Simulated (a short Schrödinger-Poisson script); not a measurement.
## Symmetric double-gate stack, Si3N4 on p-type Si(100)

System: symmetric double-gate stack, Si3N4 on p-type Si(100), at 400 K.

| layer | material | thickness (nm) | Na (cm⁻³) |
|---|---|---|---|
| 1 | Si3N4 | 3.5 | - |
| 2 | Si | 14 | 3e15 |
| 3 | Si3N4 | 3.5 | - |

Constants are typed, rounded textbook-type inputs, not results; the design itself was drawn at random and stands for no fabricated device. Si3N4: permittivity 7.5, conduction-band edge (eV) 1.95, gap (eV) 5.1, electron mass (mₑ) 0.5. Si: permittivity 11.7, conduction-band edge (eV) 0, gap (eV) 1.124, Nv at 300 K (cm⁻³) 3.1e19.

Channel valleys (confinement mass, in-plane density-of-states mass, number): Δ2 0.916, 0.19, 2; Δ4 0.19, 0.417, 4. At the gates, both at one voltage, the conduction-band edge of layer 1 lies 2.39 eV − eVg above the Fermi level of the channel. Gaps are held at their typed values at every temperature. Mesh 0.03 nm at interfaces.

Solved with a short Schrödinger-Poisson script written for these runs: 1D Poisson equation in equilibrium, electrons quantum, Hartree (BenDaniel-Duke, 12 states a valley, the channel's in-plane mass for all, wave functions ending at the dielectric), parabolic valleys, classical holes, full ionisation, no traps, pinning or gate leakage.

| Vg (V) | electrons (cm⁻²) | C (μF/cm²) | Δ2 E0 (meV) | Δ2 E1 (meV) | Δ4 E0 (meV) | Δ4 E1 (meV) |
|---|---|---|---|---|---|---|
| 0.15 | 9.56e9 | 0.0442 | 293.0 | 299.3 | 301.0 | 331.3 |
| 0.2 | 3.85e10 | 0.169 | 245.1 | 251.1 | 253.1 | 283.2 |
| 0.25 | 1.36e11 | 0.503 | 201.9 | 207.4 | 209.9 | 239.5 |
| 0.3 | 3.68e11 | 1.01 | 167.9 | 172.3 | 176.1 | 204.5 |
| 0.35 | 7.53e11 | 1.45 | 143.5 | 146.3 | 152.4 | 179.0 |
| 0.4 | 1.25e12 | 1.76 | 125.3 | 126.8 | 136.1 | 160.6 |
| 0.45 | 1.84e12 | 1.98 | 110.6 | 111.3 | 124.3 | 146.6 |
| 0.5 | 2.48e12 | 2.15 | 97.9 | 98.2 | 115.4 | 135.7 |
| 0.55 | 3.17e12 | 2.28 | 86.8 | 86.9 | 108.4 | 126.9 |
| 0.6 | 3.90e12 | 2.38 | 76.9 | 77.0 | 102.7 | 119.6 |
| 0.65 | 4.66e12 | 2.48 | 68.0 | 68.0 | 98.0 | 113.4 |
| 0.7 | 5.44e12 | 2.55 | 59.9 | 59.9 | 94.0 | 108.1 |
| 0.75 | 6.25e12 | 2.62 | 52.6 | 52.6 | 90.6 | 103.6 |
| 0.8 | 7.08e12 | 2.68 | 45.8 | 45.8 | 87.5 | 99.6 |
| 0.85 | 7.92e12 | 2.73 | 39.5 | 39.5 | 84.8 | 96.0 |
| 0.9 | 8.78e12 | 2.77 | 33.7 | 33.7 | 82.4 | 92.8 |
| 0.95 | 9.65e12 | 2.81 | 28.2 | 28.2 | 80.2 | 90.0 |
| 1 | 1.05e13 | 2.84 | 23.1 | 23.1 | 78.2 | 87.4 |
| 1.05 | 1.14e13 | 2.87 | 18.2 | 18.2 | 76.4 | 85.0 |
| 1.1 | 1.23e13 | 2.90 | 13.6 | 13.6 | 74.7 | 82.8 |
| 1.15 | 1.32e13 | 2.92 | 9.2 | 9.2 | 73.1 | 80.8 |

Subbands count from the Fermi level. The capacitance is that of both gates.
